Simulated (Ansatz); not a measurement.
The reference is BaLiF3 in the cubic perovskite structure (space group Pm-3m, No. 221; a = 3.9585 Å; a cell from a computed database, its experimental status unchecked).

Levels (all Ansatz, a quantum-chemistry and plane-wave program, PAW): PBEsol (420 eV, spin-orbit coupling left out); HSE06 (420 eV, without spin-orbit coupling).

Its gap is 6.62 eV with PBEsol and 8.78 eV with HSE06.

Now apply this change: full substitution Ba → Be, then cell and atoms are relaxed.

With PBEsol the gap becomes 1.74 eV.

If the HSE06 correction stayed the same, what would the HSE06 gap be, and what does the HSE06 run give?

A rigid correction of +2.16 eV gives 3.90 eV. The HSE06 run gives 3.46 eV, so the correction itself changes by -0.44 eV.

Single points use the geometry relaxed with PBEsol. The hybrid gap comes from the SCF mesh plus the semilocal run's edge points and a few special points and is an upper bound. Stability against distortions was not tested. As relaxed here, LiBeF3 is a hypothetical phase, not in the database extracts checked. Many cubic perovskites are stable only at high temperature; tilts and polar distortions were not tested.
